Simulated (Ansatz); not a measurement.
Here is the system:

```
ZnS
1.0
    3.81363     0.00000     0.00000
   -1.90682     3.30270     0.00000
    0.00000     0.00000     6.01168
Zn S
2 2
Cartesian
  0.00000   2.20180  -0.02204
  1.90682   1.10090   2.98380
  0.00000   2.20180   2.27642
  1.90682   1.10090   5.28226
```

Computed with r2SCAN with spin-orbit coupling, rigid bands (plane waves, PAW; Ansatz, an electronic-structure program). Condition of this run: uniaxial stress along c of 4 GPa (compression positive) (the target of the relaxation). How the cell was made: cell and atoms relaxed with PBEsol, then loaded as said.

Q: What conductivity effective mass do dilute holes have at 300 K?

A: 1.36 (x), 1.36 (y), 0.38 (z) mₑ.

Q: What conductivity effective mass do dilute electrons have at 300 K?

A: 0.21 mₑ.

Q: And the band gap?

A: 2.93 eV at this level; semilocal functionals usually fall short of the measured gap.

Rigid bands, one relaxation time for all states, no polarons. Geometry: cell and atoms relaxed with PBEsol.
